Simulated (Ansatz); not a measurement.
The reference is CdF2 in the fluorite structure (space group Fm-3m, No. 225).

```yaml
crystal:
  lattice:
    - [0.00000, 2.69198, 2.69198]
    - [2.69198, 0.00000, 2.69198]
    - [2.69198, 2.69198, 0.00000]
  atoms:
    - { symbol: Cd, position: [0.00000, 0.00000, 0.00000] }
    - { symbol: F, position: [0.25000, 0.25000, 0.25000] }
    - { symbol: F, position: [0.75000, 0.75000, 0.75000] }
```

Cartesian axes are those of the cell as printed.

Computed with PBEsol (Ansatz, a program for electronic structure; PAW; 420 eV plane waves; no spin-orbit coupling).

For the base:

| Item | Value |
|---|---|
| Shortest interatomic distance | 233.1 pm |
| Electron mass | 0.37 mₑ (at Γ) |

Modification: biaxial strain −1.50 %, plane normal [001], relaxed out of plane (Cartesian); in-plane vectors clamped, the third vector and the atoms free.

Question: Predict the new energy relative to the base.

Answer: The energy rises by 3.6 meV/atom.

Question: What does the calculation give for the out-of-plane strain after the change?

Answer: The out-of-plane strain comes out as +1.22 %.

Question: How does this affect the shortest interatomic distance?

Answer: The shortest interatomic distance decreases by 1.37 pm (233.1 pm → 231.8 pm).

Question: What does the calculation give for the electron mass after the change?

Answer: The electron mass remains 0.37 mₑ (at Γ).

The levels and masses belong to the bands next to the band gap. Masses are band curvatures over ±0.01 Å⁻¹ around the edge. Stability against distortions was not tested.
